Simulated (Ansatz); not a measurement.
H on the 1x1 (101) surface of anatase TiO2 (cut with top plane O), one in a 2x1 cell, started at the site 'top O'

Host crystal: anatase TiO2, with a band gap (PBE, scalar-relativistic without spin-orbit coupling).

All values below come from r2SCAN, at the PBE geometry and the start's symmetry (plane waves to 500 eV, PAW; Ansatz, an electronic-structure program).

Model: 37-atom slab, 9.4 Å thick at the start under the adsorbate (thin: gaps and levels are the slab's own), 3x4x1 mesh, Fermi-Dirac 0.01 eV, dipole correction, single point; no symmetry held, on the structure that PBE left; spin-polarised, ending with about 0.5 μB a cell, a value that depends on the mesh; orders that need a larger cell were not tried, no spin-orbit, no U, no dispersion correction. The slab shows no gap over 0.04 eV on its mesh. The program's check for a lower electronic state was not made. It is one chosen start, not shown to be the lowest state of the adsorbate.

- adsorption energy against ½ H2(g) at the same level = 245 meV
- change of the step from the bottom to the top vacuum level, against the clean slab = -1.02 eV
- height of the binding atom over the mean of the host atoms within 0.3 Å of the top one = 0.502 Å
- nearest host atoms of the binding atom = O at 0.97 Å, Ti at 2.55 Å, O at 2.57 Å
- note = in the relaxation the adsorbate left its starting site by 1.0 Å

A negative adsorption energy means that the adsorbate is more stable on the surface than in its reference.
